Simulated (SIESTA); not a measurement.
# SIESTA run on MgH2 (P4_2/mnm, 6 atoms in the cell): self-consistent single point

Computed with GGA PBE, numerical atomic orbitals TZP, PseudoDojo PBE standard norm-conserving potentials (rewritten from UPF to PSML) (SIESTA).

The input file:

```
# files in the folder: Mg.psml H.psml (PseudoDojo PBE standard)
SystemName  MgH2
SystemLabel MgH2

NumberOfAtoms                6
NumberOfSpecies              2
%block ChemicalSpeciesLabel
  1 12 Mg
  2 1 H
%endblock ChemicalSpeciesLabel
LatticeConstant              1.0 Bohr
%block LatticeVectors
     8.425878719    0.000000000    0.000000000
     0.000000000    8.425878719    0.000000000
     0.000000000    0.000000000    5.632460995
%endblock LatticeVectors
AtomicCoordinatesFormat      Ang
%block AtomicCoordinatesAndAtomicSpecies
     2.229391500    2.229391500    1.490285000  1
     0.000000000    0.000000000    0.000000000  1
     3.101395691    3.101395691    0.000000000  2
     1.357387309    1.357387309    0.000000000  2
     3.586778809    0.872004191    1.490285000  2
     0.872004191    3.586778809    1.490285000  2
%endblock AtomicCoordinatesAndAtomicSpecies

XC.functional                GGA
XC.authors                   PBE
PAO.BasisSize                TZP
PAO.EnergyShift              0.01 Ry
MeshCutoff                   300 Ry
%block kgrid.MonkhorstPack
    8   0   0  0.0
    0   8   0  0.0
    0   0  11  0.0
%endblock kgrid.MonkhorstPack
OccupationFunction           FD
ElectronicTemperature        0.01 eV

MaxSCFIterations             150
SCF.Mixer.Method             Pulay
SCF.Mixer.Weight             0.25
SCF.Mixer.History            8
SCF.DM.Tolerance             1.0E-05
Diag.ParallelOverK           true
WriteForces                  true
Charge.Mulliken              end
```

Log, with long lists cut:

```
reinit: Reading from file input.fdf

reinit: System Name: MgH2
reinit: System Label: MgH2

coor:   Atomic-coordinates input format  =     Cartesian coordinates
coor:                                          (in Angstroms)

siesta: Atomic coordinates (Bohr) and species
siesta:      4.21294   4.21294   2.81623  1        1
siesta:      0.00000   0.00000   0.00000  1        2
siesta:      5.86079   5.86079   0.00000  2        3
siesta:      2.56509   2.56509   0.00000  2        4
siesta:      6.77803   1.64785   2.81623  2        5
siesta:      1.64785   6.77803   2.81623  2        6

siesta: System type = bulk

initatomlists: Number of atoms, orbitals, and projectors:      6    44    36

siesta: ******************** Simulation parameters ****************************
redata: Spin configuration                          = none
redata: Time-Reversal Symmetry                      = T
redata: Number of Atomic Species                    =        2
redata: Mesh Cutoff                                 =   300.0000 Ry
redata: Net charge of the system                    =     0.0000 |e|
redata: Min. number of SCF Iter                     =        0
redata: Max. number of SCF Iter                     =      150
redata: SCF convergence failure will abort job
redata: SCF mix quantity                            = Hamiltonian
redata: Mix DM or H after convergence               =   F
redata: Recompute H after scf cycle                 =   F
redata: Mix DM in first SCF step                    =   T
redata: No kicks to SCF
redata: DM Mixing Weight for Kicks                  =     0.5000
redata: Require Harris convergence for SCF          =   F
redata: Harris energy tolerance for SCF             =     0.000100 eV
redata: Require DM convergence for SCF              =   T
redata: DM tolerance for SCF                        =     0.000010
redata: Require EDM convergence for SCF             =   F
   [... lines left out ...]
diag: Parallel distribution                         =     1 x     1
diag: Used triangular part                          = Lower
diag: Absolute tolerance                            =  0.100E-15
diag: Orthogonalization factor                      =  0.100E-05
diag: Memory factor                                 =  1.0000

superc: Internal auxiliary supercell:     5 x     5 x     5  =     125
superc: Number of atoms, orbitals, and projectors:    750   5500   4500

                        Single-point calculation

superc: Internal auxiliary supercell:     5 x     5 x     5  =     125
superc: Number of atoms, orbitals, and projectors:    750   5500   4500

outcell: Unit cell vectors (Ang):
        4.458783    0.000000    0.000000
        0.000000    4.458783    0.000000
        0.000000    0.000000    2.980570

outcell: Cell vector modules (Ang)   :    4.458783    4.458783    2.980570
outcell: Cell angles (23,13,12) (deg):     90.0000     90.0000     90.0000
outcell: Cell volume (Ang**3)        :     59.2560
new_DM -- step:     1
Initializing Density Matrix...

Attempting to read DM from file... Failed...
DM filled with atomic data:

InitMesh: MESH = 48 x 48 x 32 = 73728
InitMesh: Mesh cutoff (required, used) =   300.000   318.569 Ry

stepf: Fermi-Dirac step function
        iscf     Eharris(eV)        E_KS(eV)     FreeEng(eV)     dDmax    Ef(eV) dHmax(eV)
   scf:    1    -3290.660029    -3294.347552    -3294.347552  1.649380 -2.829995  4.996355
   scf:    2    -3294.976766    -3294.669918    -3294.669918  0.052254 -3.481913  3.457111
   scf:    3    -3295.128939    -3294.930468    -3294.930468  0.105510 -4.864331  0.243552
   scf:    4    -3294.931028    -3294.930766    -3294.930766  0.009420 -5.013994  0.025907
   scf:    5    -3294.930849    -3294.930813    -3294.930813  0.001128 -5.008104  0.002598
   scf:    6    -3294.930815    -3294.930814    -3294.930814  0.000861 -5.007247  0.000158
   scf:    7    -3294.930814    -3294.930814    -3294.930814  0.000054 -5.007162  0.000056
   scf:    8    -3294.930814    -3294.930814    -3294.930814  0.000020 -5.007185  0.000035
   scf:    9    -3294.930814    -3294.930814    -3294.930814  0.000003 -5.007188  0.000000
SCF Convergence by DM+H criterion
max |DM_out - DM_in|         :     0.0000028561
max |H_out - H_in|      (eV) :     0.0000002501
SCF cycle converged after 9 iterations

Using DM_out to compute the final energy and forces

siesta: E_KS(eV) =            -3294.9308

siesta: E_KS - E_eggbox =     -3294.9308

siesta: Atomic forces (eV/Ang):
     1   -0.000000   -0.000000   -0.000000
     2    0.000000    0.000000    0.000000
     3   -0.013411   -0.013411    0.000000
     4    0.013411    0.013411    0.000000
     5    0.013411   -0.013411   -0.000000
     6   -0.013411    0.013411   -0.000000
   Tot   -0.000000   -0.000000   -0.000000
   Max    0.013411
   Res    0.008940    sqrt( Sum f_i^2 / 3N )
   Max    0.013411    constrained

Stress tensor Voigt[x,y,z,yz,xz,xy] (kbar):      -14.23      -14.23      -43.97        0.00        0.00       -0.00
(Free)E + p*V (eV/cell)    -3294.0379
Target enthalpy (eV/cell)    -3294.9308

siesta: Program's energy decomposition (eV):
siesta: Ebs     =      -963.646951
siesta: Eions   =      4069.496790
siesta: Ena     =       317.246814
siesta: Ekin    =      1901.178993
siesta: Enl     =      -987.593211
siesta: Eso     =         0.000000
siesta: Edftu   =         0.000000
siesta: DEna    =        11.548144
siesta: DUscf   =         2.589594
siesta: DUext   =         0.000000
siesta: Ex      =      -444.137796
siesta: Ec      =       -26.266561
siesta: Exc     =      -470.404358
siesta: Eharris =     -3294.930814
siesta: Etot    =     -3294.930814
siesta: FreeEng =     -3294.930814

siesta: Stress tensor (static) (eV/Ang**3):
siesta:    -0.008881   -0.000000   -0.000000
siesta:    -0.000000   -0.008881   -0.000000
siesta:     0.000000    0.000000   -0.027441

siesta: Cell volume =         59.255955 Ang**3

siesta: Pressure (static):
siesta:                Solid            Molecule  Units
siesta:           0.00016411          0.00016252  Ry/Bohr**3
siesta:           0.01506810          0.01492163  eV/Ang**3
siesta:          24.14175296         23.90708581  kBar

mulliken: Atomic and Orbital Populations:

Species: Mg
Atom  Qatom  Qorb
               2s      3s      3s      3s      2py     2pz     2px     3py
               3pz     3px
   1  9.122   1.991   0.495   0.146  -0.192   2.009   2.019   2.009   0.211
              0.225   0.211
   2  9.122   1.991   0.495   0.146  -0.192   2.009   2.019   2.009   0.211
              0.225   0.211

Species: H
Atom  Qatom  Qorb
               1s      1s      1s      2Ppy    2Ppz    2Ppx
   3  1.439   0.869  -0.570   1.094   0.016   0.014   0.016
   4  1.439   0.869  -0.570   1.094   0.016   0.014   0.016
   5  1.439   0.869  -0.570   1.094   0.016   0.014   0.016
   6  1.439   0.869  -0.570   1.094   0.016   0.014   0.016

mulliken: Qtot =       24.000

Mulliken Atomic Populations:
Atom #   charge [q] valence [e]  Species
     1     0.877600    9.122400  Mg
     2     0.877600    9.122400  Mg
     3    -0.438800    1.438800  H
     4    -0.438800    1.438800  H
     5    -0.438800    1.438800  H
     6    -0.438800    1.438800  H
 Total    -0.000000
```

The run converged in 9 iterations.

The starting cell comes from a database of computed structures (which also holds hypothetical and non-ambient phases and stackings), without a prior relaxation at this level. Its lattice was rescaled by a random factor within 2.5 % of one. Values carry the incompleteness of an atom-centred basis.
